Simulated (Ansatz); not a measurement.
**GaP: P → W**

The parent structure is GaP in the zinc blende structure (space group F-43m, No. 216; a = 5.452 Å).

One thing is altered: full substitution P → W; the structure is relaxed again.

The values are results of r2SCAN (Ansatz, a quantum-chemistry and plane-wave program; PAW; 500 eV plane waves; spin-orbit coupling left out), earlier PAW set, not measurements. Γ-centred 14×14×14 mesh, Fermi–Dirac width 0.05 eV, for the changed cell.

The volume per atom grows by 2.68 Å³ (20.25 Å³ → 22.93 Å³) and the density goes up by 5.05 g/cm³ to 9.18 g/cm³. The lattice parameter a increases by 0.230 Å to 5.682 Å and the space group is still F-43m (No. 216). The shortest interatomic distance grows by 0.0998 Å (2.361 Å → 2.460 Å) and the band gap changes from 1.85 eV to zero.

Final structure:

```yaml
crystal:
  lattice:
    - [0.00000, 2.84108, 2.84108]
    - [2.84108, 0.00000, 2.84108]
    - [2.84108, 2.84108, 0.00000]
  atoms:
    - { symbol: W, position: [0.25000, 0.25000, 0.25000] }
    - { symbol: Ga, position: [0.00000, 0.00000, 0.00000] }
```

No phonon test of stability was made. As relaxed here, GaW is a hypothetical phase, not in the database extracts checked. All final runs are without spin polarisation. An odd electron count without spin: GaW. GaW has a high density of states at the Fermi level and may be magnetic at this level.
